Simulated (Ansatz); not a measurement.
An Ansatz (an electronic-structure program) run: TiB2 with a change (pressure 22.5 GPa); DFT with PBE, PAW potentials and a 420 eV plane-wave cutoff in Ansatz, no spin-orbit coupling.

Input:

Ansatz 0.2 input:
```yaml
crystal:
  lattice:
    - [2.9848760545, 0, 0]
    - [-1.4924380272, 2.5849784903, 0]
    - [0, 0, 3.152285748]
  atoms:
    - { symbol: Ti, position: [0, 0, 0] }
    - { symbol: B, position: [0.6666666667, 0.3333333333, 0.5] }
    - { symbol: B, position: [0.3333333333, 0.6666666667, 0.5] }
basis: { ecutwfc: 420, ecutrho_ratio: 4, xc_grid: 2, fft_grid_basis: typed }
kpoints: { mp_grid: { grid: [18, 18, 14] } }
hamiltonian:
  xc: pbe
  dispersion: none
  pseudopotentials: { kind: paw }
scf: { occupations: { method: fermi_dirac, width: 0.05 } }
relax: { f_tol: 0.01, max_steps: 60, cell: { stress_tol: 0.02, p_target: 22.5 } }
output: { forces: true, stress: true }
checkpoint: { write: state.ck, write_every: 1000 }
```

Output (explanatory and most iteration lines left out):

```
Relaxation: its limit of steps is 60 (relax.max_steps)
Pseudopotential: Ti, paw, valence charge 12
Pseudopotential: B, paw, valence charge 3
Crystal: 3 atoms, lattice volume = 24.323 Å³
Basis set: ecut = 420 eV, 455 PW (Γ), exchange–correlation on 40×40×48 points (8 copies of the dense FFT grid, shifted against one another)
Bands: 13, of which v1, the nominal top of the filled ones, is band 9 counted from 1 (8 counted from 0)
Symmetry: 24 space group operations
Space group: P6/mmm (ITA 191), of the structure as read, at distance tolerance 2.9e-5 Å
k-points: 296 of 4536
Functional: x = pbe(κ = 0.804, μ = 0.2195149727645171), c = pbe(β = 0.06672455060314922)
SCF iter   1: F=—  HF=-2814.636119 eV  |F-HF|=—  |Δ(HF+E_count)|=         —  Δρ=3.26e-3  dr2=2.07e-3  ethr=1.77e-3  ⟨swp⟩=4.5  Hψ=18367  notcnv=0
SCF iter   2: F=—  HF=-2814.635497 eV  |F-HF|=—  |Δ(HF+E_count)|=   6.21e-4  Δρ=1.75e-3  dr2=6.12e-4  ethr=1.15e-5  ⟨swp⟩=2.2  Hψ=7438  notcnv=0
SCF 1 converged in 6 iterations: F = -2814.635356 eV  dr2 = 8.47e-11
relax step   1: F+E_penalty+E_count = -2814.63535589 eV  Δ(F+E_penalty+E_count) = +0.000e0 eV  max|allowed force component| = 6.168e-17 eV/Å  Δτ_max = 0.0000 Å  P = +15.000 GPa  Ω = 24.323 Å³  (6 SCF iters, dr2 threshold 1.00e-7 eV, accepted)
[... steps on the carried basis left out ...]
relax step   7: F+E_penalty+E_count = -2814.56984353 eV  Δ(F+E_penalty+E_count) = +1.297e-6 eV  max|allowed force component| = 2.405e-16 eV/Å  Δτ_max = 0.0000 Å  P = +22.499 GPa  Ω = 23.761 Å³  stress off target by 7.69e-4 GPa  SCF on the basis re-selected at this cell (its energy is not comparable with the rows above)  (7 SCF iters)
SCF converged after 7 iterations
Free energy (F): -2814.569844 eV
Internal energy: -2814.567140 eV  (E = F + TS)
E sigma→0 (E₀):  -2814.568492 eV
Entropy (-TS):   -0.002703 eV (-0.901 meV/atom)
Fermi energy:    16.494498 eV
--- Forces (eV/Å), atoms counted from 1 ---
  atom   1  Ti     0.00000000     0.00000000     0.00000000
  atom   2  B      0.00000000     0.00000000     0.00000000
  atom   3  B      0.00000000    -0.00000000     0.00000000
--- Stress (GPa, compression-positive) ---
       22.499488       0.000000       0.000000
        0.000000      22.499488       0.000000
        0.000000       0.000000      22.499231
  P = ⅓ Tr σ = 22.4994 GPa (224.994 kbar)
--- Relaxed structure (5 steps of the walk, 5 accepted, 2 SCFs on fresh bases) ---
  cell:  # Å, volume = 23.7607 Å³
    - [2.9645557880571984, -2.8671061859895184e-11, 0.0]
    - [-1.4822778940037695, 2.5673806234080656, 0.0]
    - [0.0, 0.0, 3.1218285233768426]
  atoms:
    - { symbol: Ti, position: [-1.1846287202364382e-34, 4.1391488705723056e-36, 0.0] }
    - { symbol: B, position: [0.6666666666666666, 0.33333333333333326, 0.4999999999999999] }
    - { symbol: B, position: [0.33333333333333326, 0.6666666666666665, 0.4999999999999999] }
```

Load acts through the strain it causes; cell and atoms are relaxed under it. Stability against distortions was not tested. Competing high-pressure phases were not computed. The final runs are not spin-polarised. The cell was made from TiB₂ (space group P6/mmm, No. 191) by this change: pressure 22.5 GPa.
